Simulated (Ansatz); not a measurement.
Take HfN in the rock salt structure (space group Fm-3m, No. 225; a = 4.5257 Å; relaxed with 0.1 eV smearing) as the base. Axes: x, y, z lie along the cube axes.

Structures relaxed with r2SCAN in Ansatz (plane waves to 500 eV, PAW, no spin-orbit coupling).

Base:

Simulated powder pattern, Cu Kα1, λ = 1.54056 Å (kinematic, ideal powder, no thermal factors, no anomalous dispersion; the 8 strongest lines at most, above 2 %, up to 2θ = 90°):

```json
[
 {"2θ (°)": "34.29", "I/Imax (%)": "100", "hkl": "(111)"},
 {"2θ (°)": "39.80", "I/Imax (%)": "68", "hkl": "(200)"},
 {"2θ (°)": "57.55", "I/Imax (%)": "46", "hkl": "(220)"},
 {"2θ (°)": "68.73", "I/Imax (%)": "44", "hkl": "(311)"},
 {"2θ (°)": "72.26", "I/Imax (%)": "16", "hkl": "(222)"},
 {"2θ (°)": "85.81", "I/Imax (%)": "7.7", "hkl": "(400)"}
]
```

Now apply this change: biaxial strain +1.25 %, plane normal [111], relaxed out of plane (Cartesian); in-plane vectors clamped, the third vector and the atoms free.

After the change:

Simulated powder pattern, Cu Kα1, λ = 1.54056 Å (kinematic, ideal powder, no thermal factors, no anomalous dispersion; the 8 strongest lines at most, above 2 %, up to 2θ = 90°):

| 2θ (°) | I/Imax (%) | hkl |
|---|---|---|
| 33.94 | 100 | (1 1 -1) |
| 34.66 | 32 | (111) |
| 39.61 | 90 | (200) |
| 56.78 | 31 | (2 0 -2) |
| 57.74 | 30 | (220) |
| 67.82 | 15 | (1 1 -3) |
| 68.26 | 29 | (3 1 -1) |
| 71.44 | 16 | (2 2 -2) |

The indices refer to the base's conventional cell; one index is shown for lines that coincide. The space group is now R-3m (No. 166).

Whether these cells are dynamically stable was not tested. All final runs are without spin polarisation.

Ansatz is a first-principles code.
